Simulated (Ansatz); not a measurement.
Defect: Zr-vacancy pair (Zr on one host Cu site, one Cu site vacant) in fcc Cu, neutral cell. The step: one Cu atom jumps into the vacancy from a nearby Cu site (Zr-vacancy distance between ideal sites 2.57 → 4.45 Å); the atom moves 2.41 Å along (0.48, -0.46, 0.01) of the unit cell; the moving atom starts with neighbours Cu at 2.51, Cu at 2.52, 2 Cu at 2.53, 2 Cu at 2.54, Cu at 2.56, Cu at 2.58, 2 Cu at 2.59, Cu at 2.60 Å and ends with Cu at 2.46, Cu at 2.50, 2 Cu at 2.54, Cu at 2.56, 2 Cu at 2.59, Cu at 2.66, Cu at 2.66, Cu at 2.72; Zr at 2.65 Å. A PBE band in Ansatz (plane-wave PAW, a 3×3×3 k-point mesh shifted by half a step, 32 host sites, 22 SCF runs with any check of the saddle's order, static, no finite-size correction) gives a forward barrier of 0.59 eV. The saddle point's order was not checked. Forms of the defect that were not tried may lie lower.

Single points at the band's start and saddle point can refine it. Rough cost of one point, in units of the band's mean SCF on the same machine:

```
Level                                                          Cost of one point
-------------------------------------------------------------  -----------------
PBE, a 5×5×5 k-point mesh shifted by half a step                         about 4
r2SCAN at 500 eV, a 3×3×3 k-point mesh shifted by half a step            about 2
```

Q: Which of these move the barrier by more than 0.1 eV, and how far does each move it?

A: Not one does. PBE, a 5×5×5 k-point mesh shifted by half a step: -0.01 eV; r2SCAN at 500 eV, a 3×3×3 k-point mesh shifted by half a step: 0.00 eV. Each functional is compared with PBE at the same k-points.

Ansatz is a first-principles code.
